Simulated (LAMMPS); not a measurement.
Melting line of Co (hcp) by solid-liquid coexistence.

All values are model results, not measurements: classical MD, pair style meam, file MoCoNiVFeAlCr_2nn.meam (LAMMPS).

| P (GPa) | melting point | enthalpy of fusion | solid | liquid |
|---|---|---|---|---|
| 0 | 1620 ± 32 K | 0.19 eV/atom | 11.73 Å³/atom | 12.34 Å³/atom |
| 2 | 1670 ± 33 K | 0.19 eV/atom | 11.60 Å³/atom | 12.15 Å³/atom |
| 5 | 1780 ± 36 K | 0.19 eV/atom | 11.42 Å³/atom | 11.92 Å³/atom |

Measured melting point at ambient pressure: 1768 K (Wikipedia, Melting points of the elements (data page)).

Caution: in nature this polymorph isn't the stable one over the whole range of temperature at this pressure, and short runs keep a crystal in its starting form.

Caution: the error of the potential's melting point is set to 2 % at least, a picked allowance for cell size and run length.

Compare the slope of the melting line with the Clausius-Clapeyron value from the lowest pressure. T ΔV/ΔH = 1623 K × 0.61 Å³ / 0.186 eV = 33 K/GPa (1 eV/Å³ = 160.2 GPa); the first two rows give 25 K/GPa, within the errors of the melting points.
